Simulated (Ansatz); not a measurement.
(SrTe)9/(KBr)9 rock salt (001) superlattice on SrTe, space group P4/mmm.

The geometry comes from a PBE relaxation.

```
CELL_PARAMETERS angstrom
      4.75176     0.00000     0.00000
      0.00000     4.75176     0.00000
      0.00000     0.00000    60.36537
ATOMIC_POSITIONS crystal
  Sr 0.00000 0.00000 0.00036
  Te 0.50000 0.50000 0.00050
  Sr 0.50000 0.50000 0.05587
  Te 0.00000 0.00000 0.05572
  Sr 0.00000 0.00000 0.11143
  Te 0.50000 0.50000 0.11151
  Sr 0.50000 0.50000 0.16714
  Te 0.00000 0.00000 0.16711
  Sr 0.00000 0.00000 0.22279
  Te 0.50000 0.50000 0.22279
  Sr 0.50000 0.50000 0.27843
  Te 0.00000 0.00000 0.27846
  Sr 0.00000 0.00000 0.33414
  Te 0.50000 0.50000 0.33407
  Sr 0.50000 0.50000 0.38970
  Te 0.00000 0.00000 0.38985
  Sr 0.00000 0.00000 0.44521
  Te 0.50000 0.50000 0.44507
  K  0.50000 0.50000 0.50182
  Br 0.00000 0.00000 0.50019
  K  0.00000 0.00000 0.55622
  Br 0.50000 0.50000 0.55691
  K  0.50000 0.50000 0.61210
  Br 0.00000 0.00000 0.61182
  K  0.00000 0.00000 0.66733
  Br 0.50000 0.50000 0.66742
  K  0.50000 0.50000 0.72279
  Br 0.00000 0.00000 0.72279
  K  0.00000 0.00000 0.77825
  Br 0.50000 0.50000 0.77815
  K  0.50000 0.50000 0.83347
  Br 0.00000 0.00000 0.83375
  K  0.00000 0.00000 0.88935
  Br 0.50000 0.50000 0.88867
  K  0.50000 0.50000 0.94375
  Br 0.00000 0.00000 0.94538
```

Calculation: HSE06 (plane waves to 420 eV, PAW; Ansatz, a program for electronic structure). Spin–orbit coupling is left out; with elements this heavy it can move edges by tenths of an eV. Its k-point mesh 4×4×1, Fermi–Dirac width 0.01 eV. HSE06 ran on meshes of its own (4×4×1); its edges and gaps are taken over the mesh and over extra points off it, mostly where PBE has its edges.

Problem. List the levels next to the gap at (0.000, 0.000, 0.500) of this cell's own (folded) zone, from the top of the valence band (the table ends after a fixed count of bands, which can cut a degenerate set).

Solution. 
| band | E − E_v (eV) |
|---|---|
| v4 | -0.080 |
| v3 | -0.080 |
| v2 | 0.000 |
| v1 | 0.000 |
| c1 | 2.566 |
| c2 | 2.640 |
| c3 | 2.683 |
| c4 | 2.765 |
